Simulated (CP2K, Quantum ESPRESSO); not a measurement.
A CP2K input for a self-consistent single point of MgH2 (P4_2/mnm, 6 atoms in the cell) (DFT PBE, GPW, DZVP-MOLOPT-SR-GTH basis, GTH-PBE potentials (GTH_POTENTIALS)):

```
&GLOBAL
  PROJECT run
  RUN_TYPE ENERGY_FORCE
  PRINT_LEVEL MEDIUM
&END GLOBAL
&FORCE_EVAL
  METHOD Quickstep
  STRESS_TENSOR ANALYTICAL
  &DFT
    BASIS_SET_FILE_NAME BASIS_MOLOPT
    POTENTIAL_FILE_NAME GTH_POTENTIALS
    &QS
      METHOD GPW
      EPS_DEFAULT 1E-10
    &END QS
    &MGRID
      CUTOFF 1000
      REL_CUTOFF 50
      NGRIDS 5
    &END MGRID
    &SCF
      SCF_GUESS ATOMIC
      EPS_SCF 1E-6
      MAX_SCF 100
      ADDED_MOS 5
      &DIAGONALIZATION
        ALGORITHM STANDARD
      &END DIAGONALIZATION
      &MIXING
        METHOD BROYDEN_MIXING
        ALPHA 0.3
        NBUFFER 10
      &END MIXING
    &END SCF
    &KPOINTS
      SCHEME MONKHORST-PACK 6 6 9
      GAMMA_CENTERED T
    &END KPOINTS
    &XC
      &XC_FUNCTIONAL PBE
      &END XC_FUNCTIONAL
    &END XC
    &PRINT
      &MO
        EIGENVALUES T
        OCCUPATION_NUMBERS T
        NDIGITS 8
        FILENAME mo
        &EACH
          QS_SCF 0
        &END EACH
        ADD_LAST NUMERIC
      &END MO
      &MULLIKEN ON
      &END MULLIKEN
    &END PRINT
  &END DFT
  &SUBSYS
    &CELL
      ABC 4.44155700 4.44155700 2.96905400
      ALPHA_BETA_GAMMA 90.00000000 90.00000000 90.00000000
      PERIODIC XYZ
    &END CELL
    &COORD
      SCALED
      Mg       0.50000000     0.50000000     0.50000000
      Mg       0.00000000     0.00000000     0.00000000
      H        0.69557000     0.69557000     0.00000000
      H        0.30443000     0.30443000     0.00000000
      H        0.80443000     0.19557000     0.50000000
      H        0.19557000     0.80443000     0.50000000
    &END COORD
    &KIND Mg
      BASIS_SET DZVP-MOLOPT-SR-GTH-q10
      POTENTIAL GTH-PBE-q10
    &END KIND
    &KIND H
      BASIS_SET DZVP-MOLOPT-SR-GTH-q1
      POTENTIAL GTH-PBE-q1
    &END KIND
  &END SUBSYS
  &PRINT
    &FORCES ON
    &END FORCES
    &STRESS_TENSOR ON
    &END STRESS_TENSOR
  &END PRINT
&END FORCE_EVAL
```

Give the Quantum ESPRESSO input for the same structure, mesh, smearing and functional.

One input that does it (others would too):

```fortran
&control
   calculation = 'scf',
   prefix = 'MgH2',
   outdir = './tmp/',
   pseudo_dir = './',
   tprnfor = .true.,
   tstress = .true.,
/
&system
   ibrav = 0,
   nat = 6,
   ntyp = 2,
   ecutwfc = 40,
   ecutrho = 200,
   occupations = 'fixed',
   nbnd = 20,
/
&electrons
   conv_thr = 1e-8,
/
ATOMIC_SPECIES
Mg    24.3050  mg_pbe_v1.4.uspp.F.UPF
H      1.0080  h_pbe_v1.4.uspp.F.UPF
CELL_PARAMETERS angstrom
   4.4415570000     0.0000000000     0.0000000000
   0.0000000000     4.4415570000     0.0000000000
   0.0000000000     0.0000000000     2.9690540000
ATOMIC_POSITIONS crystal
Mg    0.5000000000    0.5000000000    0.5000000000
Mg    0.0000000000    0.0000000000    0.0000000000
H     0.6955700000    0.6955700000    0.0000000000
H     0.3044300000    0.3044300000    0.0000000000
H     0.8044300000    0.1955700000    0.5000000000
H     0.1955700000    0.8044300000    0.5000000000
K_POINTS automatic
6 6 9  0 0 0
```

Basis, cutoffs, solver keys and any potentials are the target program's own. This input uses DFT, PBE, plane waves, GBRV 1.5 ultrasoft (PBE) pseudopotentials.

The starting cell comes from a database of computed structures (which also holds hypothetical and non-ambient phases and stackings), without a prior relaxation at this level. Its lattice was rescaled by a random factor within 2.5 % of one. For this run, on top of that: lattice scaled by 0.98.
